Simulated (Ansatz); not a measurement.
H on the 1x1 (110) surface of bcc Nb, one in a 2x2 cell: adsorption energies (eV for each) against ½ H2(g) in Ansatz (plane waves, PAW). Structures relaxed with PBE; the other functionals are single points on them, with slab and gas at the same level. No dispersion, zero-point or thermal terms. Rows are starts at which the adsorbate stayed.

Model: 17-atom slab, 6.8 Å thick at the start under the adsorbate (thin: gaps and levels are the slab's own), 5x5x1 mesh, Fermi-Dirac 0.1 eV, dipole correction, 8 atoms held, the rest relaxed; each run with such symmetry as its start has; no spin, no spin-orbit, no U, no dispersion correction.

```tsv
site	PBE	RPBE	r2SCAN
top Nb	0.36	___	0.35
hollow Nb-Nb-Nb	-0.90	___	-1.02
bridge Nb-Nb (span 2.9 Å)	-0.58	___	-0.66
bridge Nb-Nb (span 3.3 Å)	-0.79	___	-0.91
```

Q: Complete the blanks.

A: 
- top Nb, RPBE: 0.43
- hollow Nb-Nb-Nb, RPBE: -0.78
- bridge Nb-Nb (span 2.9 Å), RPBE: -0.48
- bridge Nb-Nb (span 3.3 Å), RPBE: -0.68

RPBE moves the energies by 0.10 eV on average against PBE and puts 'hollow Nb-Nb-Nb' lowest, as PBE does. r2SCAN moves the energies by -0.09 eV on average against PBE and puts 'hollow Nb-Nb-Nb' lowest, as PBE does.

Ansatz is a quantum-chemistry and plane-wave program.
